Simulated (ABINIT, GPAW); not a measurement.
A GPAW input for a self-consistent single point of Nb (Im-3m, 1 atom in the cell) (DFT PBE, plane waves, GPAW PAW datasets PBE (gpaw-data 1.0.1)):

```python
from ase import Atoms
from ase.units import GPa
from gpaw import GPAW, PW

atoms = Atoms(['Nb'],
              cell=[[-1.658815, 1.658815, 1.658815],
                    [1.658815, -1.658815, 1.658815],
                    [1.658815, 1.658815, -1.658815]],
              positions=[[0.000000, 0.000000, 0.000000]],
              pbc=True)

calc = GPAW(mode=PW(550),
            xc='PBE',
            kpts=(9, 9, 9),
            occupations={'name': 'methfessel-paxton', 'width': 0.1, 'order': 0},
            nbands=-5,
            convergence={'density': 1e-05},
            symmetry={'symmorphic': False, 'tolerance': 0.0005},
            maxiter=100)

atoms.calc = calc

energy = atoms.get_potential_energy()
print('Energy (eV):', round(energy, 6))
forces = atoms.get_forces()
print('Forces (eV/Ang):')
print(forces.round(5))
stress = atoms.get_stress()
print('Stress (GPa, Voigt):', (stress / GPa).round(4))
```

Translate this input to ABINIT.

One input that does it (others would too):

```
# Nb, JTH v2.0 PBE PAW
pp_dirpath "./"
pseudos "Nb.GGA_PBE-JTH.xml"
acell 3*1.0
rprim
        -3.1347060414    3.1347060414    3.1347060414
         3.1347060414   -3.1347060414    3.1347060414
         3.1347060414    3.1347060414   -3.1347060414
natom 1
ntypat 1
znucl 41
typat 1
xcart
         0.0000000000    0.0000000000    0.0000000000
      Angstrom
ecut 40 Ry
pawecutdg 80 Ry
pawxcdev 0
occopt 7
tsmear 0.00367493
nband 12
kptopt 1
ngkpt 9 9 9
nshiftk 1
shiftk 0 0 0
nstep 50
tolvrs 1.0e-11
prtwf 0
prtden 0
enunit 2
```

Basis, cutoffs, solver keys and any potentials are the target program's own. This input uses DFT, PBE, plane waves, PAW (JTH v2.0 PBE PAW). Both were run: pressure -2.21 GPa in GPAW and -1.92 in ABINIT.

On ABINIT: the starting cell comes from a database of computed structures (which also holds hypothetical and non-ambient phases and stackings), without a prior relaxation at this level. Spin polarisation is off.

On GPAW: the starting cell comes from a database of computed structures (which also holds hypothetical and non-ambient phases and stackings), without a prior relaxation at this level. Spin polarisation is off.
